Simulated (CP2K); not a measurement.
Band structure of CuI (F-43m, 2 atoms in the cell).

```
CELL_PARAMETERS angstrom
      4.27800     0.00000     0.00000
      2.13900     3.70485     0.00000
      2.13900     1.23495     3.49297
ATOMIC_POSITIONS crystal
  Cu 0.00000 0.00000 0.00000
  I  0.25000 0.25000 0.25000
```

Method of the run: PBE, GPW, DZVP-MOLOPT-SR-GTH basis, GTH-PBE potentials (GTH_POTENTIALS) in CP2K.

Settings: CUTOFF = 600 Ry; REL_CUTOFF = 60 Ry; SMEAR/METHOD = FERMI_DIRAC; ELECTRONIC_TEMPERATURE = 116.05 K; KPOINTS/SCHEME = MONKHORST-PACK 5 5 5; XC_FUNCTIONAL = PBE; Cu/BASIS_SET = DZVP-MOLOPT-SR-GTH-q11; Cu/POTENTIAL = GTH-PBE-q11; I/BASIS_SET = DZVP-MOLOPT-SR-GTH-q7; I/POTENTIAL = GTH-PBE-q7; METHOD = GPW; EPS_DEFAULT = 1e-10; EXTRAPOLATION = USE_GUESS; NGRIDS = 5.

The starting cell has typed, rounded lattice constants, without a prior relaxation at this level. Spin-orbit coupling is off. Values carry the incompleteness of an atom-centred basis.

**Question.** Predict the gap along the standard path and the places of the band edges.

**Answer.** The gap along the path is 1.18 eV, direct at Γ to within 0.01 eV.

Levels in eV from the top of the valence band on the SCF mesh, bands 6 to 10:
```csv
point,6,7,8,9,10
Γ,-1.84,0.00,0.00,0.00,1.18
X,-1.78,-1.72,-1.48,-1.48,2.80
W,-1.90,-1.73,-1.57,-1.23,4.87
K,-1.80,-1.70,-1.48,-1.23,3.31
L,-1.80,-1.75,-0.71,-0.71,2.39
U,-1.80,-1.70,-1.48,-1.23,3.31
```

Higher empty bands are left out: an atom-centred basis made for the valence describes them poorly.
